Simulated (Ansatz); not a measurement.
GaAs in the zinc blende structure (space group F-43m, No. 216)

```cif
data_As4Ga4
_chemical_formula_sum 'Ga4 As4'
_space_group_name_H-M_alt 'F-43m'
_space_group_IT_number 216
_space_group_name_Hall 'F -4 2 3'
_cell_length_a 5.66669
_cell_length_b 5.66669
_cell_length_c 5.66669
_cell_angle_alpha 90.000
_cell_angle_beta 90.000
_cell_angle_gamma 90.000
loop_
_atom_site_label
_atom_site_type_symbol
_atom_site_symmetry_multiplicity
_atom_site_Wyckoff_symbol
_atom_site_fract_x
_atom_site_fract_y
_atom_site_fract_z
_atom_site_occupancy
Ga1 Ga 4 a 0.00000 0.00000 0.00000 1
As1 As 4 d 0.75000 0.75000 0.75000 1
```
(The calculation used a cell of 2 atoms; values per cell refer to that cell.)

Method: r2SCAN (Ansatz, a quantum-chemistry and plane-wave program), without spin-orbit coupling. Γ-centred 10×10×10 mesh, Fermi–Dirac width 0.05 eV.

```yaml
volume_per_atom: 22.75 Å³
density: 5.28 g/cm³
band_gap: 0.96 eV, direct at Γ
electron_mass: 0.051 mₑ
Hole mass (degenerate bands, along [100]): 0.050, 0.34, 0.34 mₑ
Lowest conduction-band minima above the VBM: Γ 0.96 eV; L along ⟨111⟩ 1.35 eV; a point along ⟨100⟩, about 1.0 Å⁻¹ from Γ 1.72 eV
total_energy: -4327.879 eV/atom (σ→0; compares only within this code and set-up)
```

Masses are band curvatures over ±0.01 Å⁻¹ around the edge. No phonon test of stability was made.
